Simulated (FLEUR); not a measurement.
## Short convergence ladders for Ti (P-3m1, 2 atoms in the cell)

```xyz
2
Lattice="1.4676 -2.5420 0.0000 1.4676 2.5420 0.0000 0.0000 0.0000 4.6566" Properties=species:S:1:pos:R:3 pbc="T T T"
Ti     1.4676     0.8473     1.2141
Ti     1.4676    -0.8473     3.4924
```

Base method: LDA (Vosko-Wilk-Nusair), all-electron FLAPW (FLEUR), scalar-relativistic valence.

Base settings: Kmax = 4 1/bohr; GmaxXC = 16 1/bohr; xcFunctional = vwn; jspins = 1; l_soc = F; mode = hist; fermiSmearingEnergy = 0.00367493 Htr; mesh (inpgen div1-3) = 6 6 3; inpgen gamma flag = true; Gmax = 16 1/bohr.

**The k-point mesh**

The second cell is the first with its lattice scaled by 0.98.

Only quantities that move along the ladder and can be compared are tabulated.

| kpt_div | free energy less the last step's (meV/atom) | energy of the compressed cell less the first (meV/atom) | largest difference of a force vector from the last step's (eV/Å) |
|---|---|---|---|
| 2 2 1 | -385.36 | -71.06 | 0.135 |
| 3 3 2 | -29.71 | -37.83 | 0.088 |
| 4 4 3 | 9.16 | -25.02 | 0.007 |
| 6 6 3 | 8.57 | -25.74 | 0.016 |
| 6 6 4 | 2.67 | -29.17 | 0.021 |
| 8 8 5 | 0.11 | -28.78 | 0.005 |
| 10 10 6 | 0.27 | -28.97 | 0.004 |
| 18 18 10 | 0.00 | -28.96 | 0.000 |

Coarsest kpt_div that holds the free energy within 5 meV/atom of the last step, with all finer ones: 6 6 4; the step before is off by 8.6 meV/atom.

Coarsest kpt_div that holds the forces within 0.01 eV/Å of the last step, with all finer ones: 8 8 5; the step before is off by 0.021 eV/Å.

Coarsest kpt_div that holds the energy of the compressed cell less the first within 2 meV/atom of the last step, with all finer ones: 6 6 4; the step before is off by 3.2 meV/atom.

The energy difference between the two cells stays within 1 meV/atom of the last step's from 6 6 4 on, the total only from 8 8 5 on: much of the error is common to both cells and cancels.

Two neighbours can agree and both be off: 4 4 3 and 6 6 3 differ by 0.60 meV/atom in the free energy, yet lie about 8.6 meV/atom from the last step.

**The k-point mesh at a smearing width of 0.05 eV**

In this ladder: fermiSmearingEnergy = 0.00183747 Htr. Moved along: kpt_gamma.

The second cell is the first with its lattice scaled by 0.98.

Only quantities that move along the ladder and can be compared are tabulated.

| kpt_div | free energy less the last step's (meV/atom) | energy of the compressed cell less the first (meV/atom) | largest difference of a force vector from the last step's (eV/Å) |
|---|---|---|---|
| 5 5 3 | -1.98 | -30.22 | 0.027 |
| 6 6 3 | 13.82 | -25.56 | 0.018 |
| 7 7 4 | -0.94 | -29.27 | 0.007 |
| 10 10 5 | 0.21 | -30.21 | 0.000 |
| 14 14 8 | -0.06 | -29.73 | 0.004 |
| 17 17 10 | 0.00 | -29.87 | 0.000 |

Coarsest kpt_div that holds the forces within 0.01 eV/Å of the last step, with all finer ones: 7 7 4; the step before is off by 0.018 eV/Å.

Coarsest kpt_div that holds the energy of the compressed cell less the first within 0.5 meV/atom of the last step, with all finer ones: 10 10 5; the step before is off by 0.60 meV/atom.

Coarsest kpt_div that holds the free energy within 0.5 meV/atom of the last step, with all finer ones: 10 10 5; the step before is off by 0.94 meV/atom.

**The width of Gaussian smearing**

In this ladder: mode = gauss; kpt_div = 10 10 5.

Narrow widths need finer meshes than wide ones, so the last steps can hold mesh noise.

Only quantities that move along the ladder and can be compared are tabulated; pressure and forces are left out, as mesh noise rules them at narrow widths.

| fermiSmearingEnergy | total energy (no entropy term) less the last step's (meV/atom) |
|---|---|
| 0.0367493 Htr | 421.77 |
| 0.0183747 Htr | 94.85 |
| 0.0110248 Htr | 27.71 |
| 0.00367493 Htr | 0.00 |

Widest fermiSmearingEnergy that holds the total energy (no entropy term) within 5 meV/atom: not settled: the last two steps still differ by 28 meV/atom, over half the tolerance, so the ladder does not show it.

On the base run: the starting cell has typed, rounded lattice constants, without a prior relaxation at this level. Its lattice was rescaled by up to half a per cent. One atom was moved a little off its site on purpose. Spin polarisation is off. Values depend on the basis (sphere radii, cutoffs, local orbitals), which need not be converged.

Left out of this page: 2 runs of the series outside the window shown, repeating another row's setting, or not comparable.
